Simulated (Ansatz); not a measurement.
Partial pair distribution functions of a relaxed model of amorphous Ga$_{24}$O$_{38}$Ge, broadened by 0.06 Å; density 4.95 g/cm³. Level of theory: PBE, scalar-relativistic without spin-orbit coupling (plane waves to 420 eV, PAW; Ansatz, a quantum-chemistry and plane-wave program).

A CHGNet melt-quench gave the starting glass, which DFT then relaxed. O atoms were pushed apart under 1.9 Å during the dynamics, to hinder bonds among them. The hot cell started wider than the set density and was brought back towards it in steps. It is the lowest in DFT energy of 2 quenches. It is a model cell: composition and starting density were chosen by hand, and all elements were melted together. No dispersion term was used. Its density started from a set value of 4.95 and ended at 4.95 g/cm³. The quench (nominally 280 K/ps over its main leg) was far faster than any real one, so the model tends to hold more defects than a real film. A cell of this size samples the disorder only roughly. The volume was held where the preparation left it and the shape relaxed, at a PBE pressure of -0.6 GPa (tension). Stress components on the final sampling reach 0.6 GPa.

```
r (Å)  g Ga-O  g O-Ge  g Ga-Ga  g O-O
-----  ------  ------  -------  -----
1.55     0.00    0.01     0.00   0.00
1.65     0.03    0.72     0.00   0.00
1.75     1.51    6.92     0.00   0.00
1.85     8.10    8.99     0.00   0.00
1.95     7.29    6.52     0.00   0.00
2.05     1.87    0.93     0.00   0.00
2.15     0.53    0.01     0.00   0.00
2.25     0.20    0.00     0.00   0.00
2.35     0.07    0.00     0.00   0.08
2.45     0.07    0.00     0.00   0.43
2.55     0.14    0.00     0.00   0.79
2.65     0.27    0.00     0.02   0.94
2.75     0.22    0.00     0.43   1.89
2.85     0.20    0.00     0.97   2.67
2.95     0.27    0.00     1.34   3.13
3.05     0.31    0.05     1.83   2.91
3.15     0.45    0.78     2.44   1.92
3.25     0.46    0.74     2.98   1.64
3.35     0.69    0.04     2.80   1.32
3.45     0.92    0.00     1.85   0.92
3.55     1.02    0.01     1.91   0.61
3.65     1.01    0.52     1.01   0.56
3.75     1.14    2.06     0.78   0.84
3.85     1.24    1.46     0.72   0.75
3.95     1.36    2.42     0.51   0.51
4.05     1.25    2.60     0.29   0.45
4.15     1.47    1.68     0.42   0.49
4.25     1.61    1.18     0.70   0.54
4.35     1.60    0.82     0.84   0.64
4.45     1.36    1.73     1.23   0.56
```

Within 2.32 Å each Ga has 4.33 O neighbours on average.
